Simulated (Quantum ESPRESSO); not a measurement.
Input and output of a self-consistent single point for a (101) slab of Hf (cut from a parent of space group no. 194; 8 atoms in the cell) (Quantum ESPRESSO).

Computed with PBEsol, PseudoDojo standard norm-conserving (PBESOL) pseudopotentials (plane waves; Quantum ESPRESSO).

```
Hf
1.0
    3.16046     0.00000     0.00000
    1.58023     5.69537     0.00000
    0.00000     0.00000    23.67760
Hf
8
Direct
  0.36925   0.26150   0.35494
  0.10000   0.80000   0.33787
  0.98472   0.03055   0.45733
  0.71548   0.56905   0.44027
  0.60020   0.79961   0.55973
  0.33095   0.33810   0.54266
  0.21567   0.56866   0.66213
  0.94642   0.10715   0.64506
```

Reference input (self-consistent single point, DFT, PBEsol, plane waves, PseudoDojo standard norm-conserving (PBESOL) pseudopotentials): ecutwfc = 60 Ry; occupations = smearing; smearing = marzari-vanderbilt; degauss = 0.0073499 Ry; mixing_mode = local-TF; potentials = {Hf: Hf.upf}; K_POINTS = automatic 9 9 1 0 0 0; conv_thr = 1e-10 Ry; mixing_beta = 0.5. This run's input differs from it in these lines:

```diff
@@ -13,3 +13,3 @@
    ntyp = 1,
-   ecutwfc = 60,
+   ecutwfc = 36,
    occupations = 'smearing',
```

The program printed (abridged):

```
     Self-consistent Calculation

     iteration #  1     ecut=    36.00 Ry     beta= 0.50

---- Real-time Memory Report at c_bands before calling an iterative solver
           372 MiB given to the printing process from OS
           325 MiB allocation reported by mallinfo(arena+hblkhd)
------------------

     total energy              =    -901.58871050 Ry
     estimated scf accuracy    <       4.37441560 Ry

     iteration #  2     ecut=    36.00 Ry     beta= 0.50

---- Real-time Memory Report at c_bands before calling an iterative solver
           411 MiB given to the printing process from OS
   [... lines left out ...]

---- Real-time Memory Report at c_bands before calling an iterative solver
           430 MiB given to the printing process from OS
           402 MiB allocation reported by mallinfo(arena+hblkhd)
------------------

     total energy              =    -901.58056498 Ry
     estimated scf accuracy    <          1.5E-10 Ry

     iteration # 21     ecut=    36.00 Ry     beta= 0.50

---- Real-time Memory Report at c_bands before calling an iterative solver
           430 MiB given to the printing process from OS
           402 MiB allocation reported by mallinfo(arena+hblkhd)
------------------
     End of self-consistent calculation

     the Fermi energy is     3.7987 ev

!    total energy              =    -901.58056498 Ry
     estimated scf accuracy    <          5.3E-11 Ry
     smearing contrib. (-TS)   =      -0.00056058 Ry
     internal energy E=F+TS    =    -901.58000439 Ry

     convergence has been achieved in  21 iterations

     Forces acting on atoms (cartesian axes, Ry/au):

     atom    1 type  1   force =     0.00000000   -0.01568582    0.01684174
     atom    2 type  1   force =     0.00000000    0.00722991    0.02193825
     atom    3 type  1   force =     0.00000000    0.00534853   -0.02163210
     atom    4 type  1   force =     0.00000000    0.00737010   -0.01321672
     atom    5 type  1   force =     0.00000000   -0.00736997    0.01321667
   [... lines left out ...]

     Total force =     0.059813     Total SCF correction =     0.000015

          total   stress  (Ry/bohr**3)                   (kbar)     P=      -72.60
  -0.00051761   0.00000000   0.00000000          -76.14        0.00        0.00
   0.00000000  -0.00048724   0.00001318            0.00      -71.68        1.94
   0.00000000   0.00001318  -0.00047573            0.00        1.94      -69.98

   JOB DONE.
```

The run converged in 21 iterations. Against the reference run the free energy goes up by 321 meV/atom and the largest force moves little (0.597 to 0.594 eV/Å).

The starting cell comes from a database of computed structures (which also holds hypothetical and non-ambient phases and stackings), without a prior relaxation at this level. The slab is cut from that crystal, and its faces are unrelaxed. Its lattice was rescaled in the plane by a random factor within 2.5 % of one.

Cost on one core of a shared machine: roughly 9 min.
